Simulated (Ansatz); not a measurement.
Input and output of a relaxation of the atoms for VIr3 (P4mm, 4 atoms in the cell) (Ansatz, a quantum-chemistry and plane-wave program).

Level of theory: LDA (PW92), default PAW files made with PBE (plane waves; Ansatz).

The change in words: one atom moved by 0.15 angstrom; relax: default → atoms; relax.f_tol: default → 0.03 eV/Å. Reference geometry:
```
CELL_PARAMETERS angstrom
      3.79774     0.00000     0.00000
      0.00000     3.79774     0.00000
      0.00000     0.00000     3.79774
ATOMIC_POSITIONS crystal
  V  0.00000 0.00000 0.00000
  Ir 0.50000 0.50000 0.00000
  Ir 0.00000 0.50000 0.50000
  Ir 0.50000 0.00000 0.50000
```

Reference input (self-consistent single point, DFT, LDA (PW92), plane waves, default PAW files made with PBE): basis.ecutwfc = 420 eV; kpoints.mp_grid.grid = 9 9 9; hamiltonian.xc = lda; hamiltonian.pseudopotentials = {kind: paw} (the program's default PAW files); scf.occupations.method = gaussian; scf.occupations.width = 0.1 eV. This run's input differs from it in these lines:

```diff
@@ -6,3 +6,3 @@
   atoms:
-    - { symbol: V, position: [0.000000, 0.000000, 0.000000] }
+    - { symbol: V, position: [0.000000, 0.000000, 0.039497] }
     - { symbol: Ir, position: [0.500000, 0.500000, 0.000000] }
@@ -23,2 +23,4 @@
     width: 0.1
+relax:
+  f_tol: 0.03
 output:
```

Log, with long lists cut:

```
   [... SCF lines of the steps left out ...]
relax step   1: F+E_penalty+E_count = -37852.55655255 eV  Δ(F+E_penalty+E_count) = +0.000e0 eV  max|allowed force component| = 5.209e-1 eV/Å  Δτ_max = 0.0000 Å  (6 SCF iters, dr2 threshold 2.25e-5 eV, accepted)
relax step   2: F+E_penalty+E_count = -37852.57526936 eV  Δ(F+E_penalty+E_count) = -1.872e-2 eV  max|allowed force component| = 2.558e-1 eV/Å  Δτ_max = 0.0382 Å  (6 SCF iters, dr2 threshold 1.70e-5 eV, accepted)
relax step   3: F+E_penalty+E_count = -37852.58594430 eV  Δ(F+E_penalty+E_count) = -1.067e-2 eV  max|allowed force component| = 1.353e-1 eV/Å  Δτ_max = 0.0298 Å  (6 SCF iters, dr2 threshold 4.09e-6 eV, accepted)
relax step   4: F+E_penalty+E_count = -37852.59145690 eV  Δ(F+E_penalty+E_count) = -5.513e-3 eV  max|allowed force component| = 4.592e-3 eV/Å  Δτ_max = 0.0431 Å  (6 SCF iters, dr2 threshold 4.41e-6 eV, accepted)
relax step   5: F+E_penalty+E_count = -37852.59145690 eV  Δ(F+E_penalty+E_count) = -2.306e-9 eV  max|allowed force component| = 4.608e-3 eV/Å  Δτ_max = 0.0000 Å  (6 SCF iters, accepted)
the relaxation is at rest under the 8 symmetry operations that the run kept from its start: a minimum is not shown …
Stability not checked: this state was not tested for a lower state beside it, because too few of the mixer's solves of this state at the end of the SCF gave a …
Free energy (F): -37852.591457 eV
Internal energy: -37852.580250 eV  (E = F + TS)
E sigma→0 (E₀):  -37852.585853 eV
Entropy (-TS):   -0.011207 eV (-2.802 meV/atom)
Fermi energy:    23.766369 eV
--- Forces (eV/Å), atoms counted from 1 ---
  atom   1  V     -0.00000000     0.00000000    -0.00460719
   [... lines left out ...]
  F+E_penalty+E_count = -37852.59145690 eV   max|allowed force component| = 4.608e-3 eV/Å
  atoms:
    - { symbol: V, position: [-3.090297903437658e-35, 0.0, 0.010253984259013024] }
    - { symbol: Ir, position: [0.5, 0.5, 0.009809998048295103] }
    - { symbol: Ir, position: [-2.456390641194036e-35, 0.5, 0.5097165088463459] }
    - { symbol: Ir, position: [0.5, 0.0, 0.5097165088463459] }
```

The run converged.  The full log also holds: “iter 5 did not close the SCF: its close was put off for the readings that it lacked (scf_convergence_deferred on its scf_iter line)”. The full log also holds: “iter 4 did not close the SCF: its close was put off for the readings that it lacked (scf_convergence_deferred on its scf_iter line)”.

Summary of the result:
| Quantity | Value |
|---|---|
| Free energy E − TS (on the zero of these files) | -37852.5915 eV |
| Fermi level (on the code's own zero) | 23.77 eV |
| Pressure | -7.10 GPa |
| Largest force (vector length) | 0.005 eV/Å |
| Relaxation steps | 5 |

The starting cell comes from a database of computed structures (which also holds hypothetical and non-ambient phases and stackings), without a prior relaxation at this level. Its lattice was rescaled by up to half a per cent. For this run, on top of that: one atom moved by 0.15 angstrom. Spin polarisation is off. The relaxation keeps the symmetry of its start, so its end need not be a minimum. Ansatz's pressure includes its estimate of the finite-basis (Pulay) stress.

Keys are those of Ansatz 0.2.
